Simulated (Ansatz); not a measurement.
ZnGeP2 (P-4m2, No. 115, 4 atoms in the cell; start mp-1215424; another space group than a measured phase of this formula), treated with LDA (PAW; Ansatz, an electronic-structure program).

Settings: plane-wave cutoff 520 eV, 14×14×10 k mesh (along the axes of the cell as run), Fermi–Dirac smearing 0.05 eV, scalar-relativistic PAW data made under PBE.

Cell (relaxed with PBEsol):

Space group P-4m2 (No. 115); a = 3.800 Å, b = 3.800 Å, c = 5.449 Å, α = 90.00°, β = 90.00°, γ = 90.00°

```
atom  site  symmetry       x       y       z
----  ----  --------  ------  ------  ------
Zn      1a      -4m2  0.0000  0.0000  0.0000
Ge      1c      -4m2  0.5000  0.5000  0.5000
P       2g      2mm.  0.0000  0.5000  0.2447
```

Question: Estimate the band gap that the calculation returns.

Answer: 
- band gap: 0.05 eV (under three smearing widths, so not firm)

Note: cell and atoms aren't relaxed at this level (pressure -2.2 GPa).

Spin–orbit coupling is not included; it can close the smallest gap of 0.05 eV.

Computed values are for the static lattice.

A start named mp-… is a Materials Project structure, which need not be a measured phase.
